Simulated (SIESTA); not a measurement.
Worked example: self-consistent single point of Cl₂ (Cmce, 4 atoms in the cell) in SIESTA.

Method: GGA PBE, numerical atomic orbitals DZP, PseudoDojo PBE standard norm-conserving potentials (rewritten from UPF to PSML) (SIESTA 5.4.2).

The change in words: lattice scaled by 0.98. Reference geometry:
```yaml
crystal:
  lattice:
    - [3.23254, -2.03751, 0.00000]
    - [3.23254, 2.03751, 0.00000]
    - [0.00000, 0.00000, 8.32090]
  atoms:
    - { symbol: Cl, position: [0.88548, 0.11452, 0.60475] }
    - { symbol: Cl, position: [0.11452, 0.88548, 0.39525] }
    - { symbol: Cl, position: [0.61452, 0.38548, 0.10475] }
    - { symbol: Cl, position: [0.38548, 0.61452, 0.89525] }
```

Reference input (self-consistent single point, DFT, GGA PBE, numerical atomic orbitals DZP, PseudoDojo PBE standard norm-conserving potentials (rewritten from UPF to PSML)): XC.functional = GGA; XC.authors = PBE; potentials = PseudoDojo PBE standard; PAO.BasisSize = DZP; PAO.EnergyShift = 0.01 Ry; MeshCutoff = 300 Ry; kgrid.MonkhorstPack = 9 9 4; OccupationFunction = FD; ElectronicTemperature = 50 meV; MaxSCFIterations = 150; SCF.Mixer.Method = Pulay; SCF.Mixer.Weight = 0.25. This run's input differs from it in these lines:

```diff
@@ -11,5 +11,5 @@
 %block LatticeVectors
-     3.232542000   -2.037513000    0.000000000
-     3.232542000    2.037513000    0.000000000
-     0.000000000    0.000000000    8.320897000
+     3.167891000   -1.996763000    0.000000000
+     3.167891000    1.996763000    0.000000000
+     0.000000000    0.000000000    8.154479000
 %endblock LatticeVectors
@@ -17,6 +17,6 @@
 %block AtomicCoordinatesAndAtomicSpecies
-     6.108619066   -2.968459318    9.509219893  1
-     6.108619066    2.968459318    6.214996548  1
-     6.108619066   -0.881882228    1.647111672  1
-     6.108619066    0.881882228   14.077104769  1
+     5.986446383   -2.909090510    9.319035426  1
+     5.986446383    2.909090510    6.090696573  1
+     5.986446383   -0.864244696    1.614169427  1
+     5.986446383    0.864244696   13.795562572  1
 %endblock AtomicCoordinatesAndAtomicSpecies
```

The program printed (abridged):

```
        iscf     Eharris(eV)        E_KS(eV)     FreeEng(eV)     dDmax    Ef(eV) dHmax(eV)
   scf:    1    -1776.384915    -1781.451506    -1781.451506  0.664268 -4.130844  1.794980
   scf:    2    -1782.049421    -1781.778440    -1781.778440  0.062471 -3.857003  1.091425
   scf:    3    -1781.987476    -1781.907901    -1781.907901  0.075715 -4.313983  0.217804
   scf:    4    -1781.931358    -1781.921362    -1781.921362  0.015251 -4.394650  0.035524
   scf:    5    -1781.922194    -1781.921842    -1781.921842  0.003472 -4.394613  0.005258
   scf:    6    -1781.921860    -1781.921859    -1781.921859  0.000322 -4.394919  0.003299
   scf:    7    -1781.921865    -1781.921864    -1781.921864  0.000549 -4.394424  0.001085
   scf:    8    -1781.921865    -1781.921864    -1781.921864  0.000120 -4.394599  0.000034
   scf:    9    -1781.921864    -1781.921864    -1781.921864  0.000006 -4.394589  0.000018
SCF Convergence by DM+H criterion
max |DM_out - DM_in|         :     0.0000057106
max |H_out - H_in|      (eV) :     0.0000177530
SCF cycle converged after 9 iterations

Using DM_out to compute the final energy and forces

siesta: E_KS(eV) =            -1781.9219

siesta: E_KS - E_eggbox =     -1781.9219

siesta: Atomic forces (eV/Ang):
     1    0.000000    1.242618    2.333962
     2    0.000000   -1.242618   -2.333962
     3   -0.000000   -1.242618    2.333962
     4   -0.000000    1.242618   -2.333962
   Tot   -0.000000    0.000000    0.000000
   Max    2.333962
   Res    1.526595    sqrt( Sum f_i^2 / 3N )
   Max    2.333962    constrained

Stress tensor Voigt[x,y,z,yz,xz,xy] (kbar):       26.48      -10.11      -91.18       -0.00       -0.00        0.00
(Free)E + p*V (eV/cell)    -1780.3161
   [... lines left out ...]
siesta: FreeEng =     -1781.921864
   [... lines left out ...]
siesta:     0.016525    0.000000    0.000000
siesta:     0.000000   -0.006310   -0.000000
siesta:    -0.000000   -0.000000   -0.056911

siesta: Cell volume =        103.162763 Ang**3

siesta: Pressure (static):
siesta:                Solid            Molecule  Units
siesta:           0.00016953          0.00065331  Ry/Bohr**3
siesta:           0.01556536          0.05998375  eV/Ang**3
siesta:          24.93845701         96.10455977  kBar
```

The run converged in 9 iterations. Against the reference run the free energy rises by 10.7 meV/atom, the pressure goes from -0.22 to 2.49 GPa, the largest force goes from 1.664 to 2.644 eV/Å and the gap on the mesh goes from 2.429 to 2.655 eV.

The starting cell comes from a database of computed structures (which also holds hypothetical and non-ambient phases and stackings), without a prior relaxation at this level. Its lattice was rescaled by a random factor within 2.5 % of one. For this run, on top of that: lattice scaled by 0.98. Values carry the incompleteness of an atom-centred basis. Forces in this geometry exceed 1 eV/Å.
